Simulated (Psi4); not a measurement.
Psi4 1.11, HF/def2-svp: Zn(OH)(OMe)(NH3)2 (C[O][Zn](<-[NH3])(<-[NH3])[OH]), 16 atoms. The geometry is a generated start, not checked to be a minimum at this level.

```
Item                                  Value
--------------------------  ---------------
task                                 energy
method                                  scf
basis                              def2-svp
memory                                 3 GB
maxiter                                 100
keys of the molecule block      symmetry c1
scf_type                       df (default)
e_convergence               1e-06 (default)
d_convergence               1e-06 (default)
basis functions                         151
```

```xyz
16

Zn     0.2361     0.2801     0.4417
O      0.9082     1.1376     1.8306
H      0.4610     1.9201     2.1505
O     -1.2425    -0.0648    -0.5114
C     -2.5184     0.4704    -0.4577
H     -2.5482     1.5235    -0.7779
H     -3.1648    -0.1018    -1.1399
H     -2.9660     0.4169     0.5461
N      0.8554    -1.7705     0.8242
H      0.3927    -2.3818     0.1630
H      0.4924    -1.9730     1.7483
H      1.8477    -1.9694     0.8312
N      1.6596     0.5785    -1.2027
H      1.2194     1.2515    -1.8190
H      1.8183    -0.2694    -1.7307
H      2.5492     0.9523    -0.8962
```

Charge 0 and multiplicity 1 are set for this test and not shown to be the ground state.

With the defaults (diis = true, scf_initial_accelerator = adiis, damping_percentage = 0, level_shift = 0, level_shift_cutoff = 0.01, diis_max_vecs = 10, guess = auto, which took SAD, soscf = false, soscf_start_convergence = 0.01) it converges in 10 SCF iterations. One run each on 2 threads, with these changes:
- level_shift = 0.5, level_shift_cutoff = 0.001
- soscf = true, soscf_start_convergence = 0.1
- diis = false, scf_initial_accelerator = none, damping_percentage = 60
- damping_percentage = 20
- guess = sap
- guess = sadno
- diis_max_vecs = 20
- diis_max_vecs = 3
- level_shift = 0.1, level_shift_cutoff = 0.001

Name the settings that don't reach the solution of the defaults.

No convergence: diis = false, scf_initial_accelerator = none, damping_percentage = 60 (the run ends without SCF convergence in 100 iterations). The rest reach the solution of the defaults.

```tsv
setting	SCF iterations	JK calls	end
soscf = true, soscf_start_convergence = 0.1	7	28	same solution
level_shift = 0.5, level_shift_cutoff = 0.001	9	10	same solution
guess = sap	9	9	same solution
the defaults	10	11	same solution
diis_max_vecs = 20	10	11	same solution
level_shift = 0.1, level_shift_cutoff = 0.001	10	11	same solution
guess = sadno	11	11	same solution
diis_max_vecs = 3	12	13	same solution
damping_percentage = 20	19	20	same solution
diis = false, scf_initial_accelerator = none, damping_percentage = 60	100	101	no convergence
```

An SOSCF iteration holds several JK calls; a Hückel guess adds calls on atoms. 1 further run of the study ended by our limits or in an error and is left out.
